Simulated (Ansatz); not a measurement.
The starting structures come from a database of crystals and need not be the phases stable at ambient conditions.

Inside the gap of an insulator the Bloch states are evanescent, with a wavenumber k + iκ along the transport direction.

Consider the following.

```yaml
crystal:
  lattice:
    - [4.92768, 0.03145, 0.00000]
    - [2.49821, 7.53118, 0.00000]
    - [0.00000, 0.00000, 6.34361]
  atoms:
    - { symbol: Cs, position: [0.03562, 0.73537, 0.75000] }
    - { symbol: Cs, position: [0.96438, 0.26463, 0.25000] }
    - { symbol: H, position: [0.17598, 0.64873, 0.25000] }
    - { symbol: H, position: [0.82402, 0.35127, 0.75000] }
    - { symbol: H, position: [0.50000, 0.00000, 0.00000] }
    - { symbol: H, position: [0.50000, 0.00000, 0.50000] }
    - { symbol: P, position: [0.53056, 0.76622, 0.25000] }
    - { symbol: P, position: [0.46944, 0.23378, 0.75000] }
    - { symbol: O, position: [0.39370, 0.60944, 0.25000] }
    - { symbol: O, position: [0.60630, 0.39056, 0.75000] }
    - { symbol: O, position: [0.85273, 0.67793, 0.25000] }
    - { symbol: O, position: [0.14727, 0.32207, 0.75000] }
    - { symbol: O, position: [0.41559, 0.87868, 0.04815] }
    - { symbol: O, position: [0.58441, 0.12132, 0.95185] }
    - { symbol: O, position: [0.58441, 0.12132, 0.54815] }
    - { symbol: O, position: [0.41559, 0.87868, 0.45185] }
```

Space group of this cell: P2_1/m. The cell was relaxed by PBE-D3(BJ); by r2SCAN its mean pressure is -2.2 GPa.

Transport runs along the normal of the first two printed cell vectors.

The gap is the functional's own. No spin-orbit coupling. Mid-gap values are interpolated on the energy grid.

### Question
Predict the band gap and the smallest decay constant κ at mid-gap from r2SCAN in Ansatz (a program for electronic structure).

### Answer
Gap 5.91 eV on a 6×4×6 mesh; κ = 0.482 1/Å, at the zone centre.
